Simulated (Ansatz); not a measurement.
Given:

End structure of a constructed model of the (111) surface of fcc Rh, a layer of Cu in place of the second plane (bottom of the slab: a bare face, its two planes held):

```xyz
6
Lattice="2.7082 0.0000 0.0000 -1.3541 2.3454 0.0000 0.0000 0.0000 27.0000" Properties=species:S:1:pos:R:3 pbc="T T T"
Rh     0.0000     1.5636     8.0319
Rh     1.3541     0.7818    10.2431
Rh     0.0000     0.0000    12.4304
Rh     0.0000     1.5636    14.6344
Cu     1.3541     0.7818    16.7645
Rh     0.0000     0.0000    18.8545
```

Set-up: 6 atoms, 10.9 Å thick at the start with caps and adatoms (thin: gaps and levels are the slab's own); mesh 16x16x1; 0.1 eV smearing; dipole correction on; 2 atoms held, the rest relaxed; symmetry of the start imposed; no spin, no spin-orbit, no U. It is one candidate, not shown to be the stable structure of the face.

**Question.** What is the computed work function of the top face (Ansatz (a program for electronic structure) with PBE)?

**Answer.** 5.37 eV
